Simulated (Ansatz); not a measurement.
**What Pb → Pt does to PbSe**

Consider PbSe in the rock salt structure (space group Fm-3m, No. 225; a = 6.1016 Å).

It is then changed as follows: Pt takes the place of Pb on all its sites; the structure is relaxed again.

The values are results of PBEsol/PAW in Ansatz (a program for electronic structure), scalar-relativistic without spin-orbit coupling, not measurements. Γ-centred 15×15×15 mesh, Fermi–Dirac width 0.05 eV, for the changed cell.

```json
{
 "volume_per_atom": "17.69 Å³ (base 28.39 Å³)",
 "density": "12.86 g/cm³ (base 8.37 g/cm³)",
 "lattice_parameter_a": "5.211 Å (base 6.102 Å)",
 "space_group": "Fm-3m (No. 225) (base Fm-3m (No. 225))",
 "shortest_interatomic_distance": "2.606 Å (base 3.051 Å)",
 "band_gap": "zero (base 0.17 eV)"
}
```

With Pb present, leaving out spin-orbit coupling can change the band edges. No phonon test of stability was made. As relaxed here, PtSe is a hypothetical phase, not in the database extracts checked. The final runs are not spin-polarised. A zero or small gap of PbSe can be the functional's error rather than a property of the material.
